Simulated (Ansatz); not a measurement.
Response to strain in hypothetical zinc blende ScAs

Start from ScAs in the zinc blende structure (space group F-43m, No. 216; a = 6.039 Å; a hypothetical phase, not in the database extracts checked).

Strains are applied to the cell and any free atomic positions relax.

The values are results of Ansatz (a first-principles code) PBEsol, no spin-orbit coupling, not measurements.

Notes on the quantities. energy relative to the base: free energy F.

| isotropic strain (%) | energy relative to the base (meV/atom) |
|---|---|
| -4.18 | 90.3 |
| 0 | 0.0 |
| 0.48 | 1.0 |
| 0.68 | ? |
| 3.35 | 46.7 |

**Question.** Fit ΔE = Aε² + Bε³ (ε in %) to the rows shown and predict the withheld row.

**Answer.** Least squares on the printed values gives A = 4.61 and B = -0.13 meV/atom (largest residual 0.0 meV/atom); this predicts 2.1 meV/atom, and the run gives 2.1 meV/atom, in agreement.

Whether these cells are dynamically stable was not tested. The final runs are not spin-polarised.
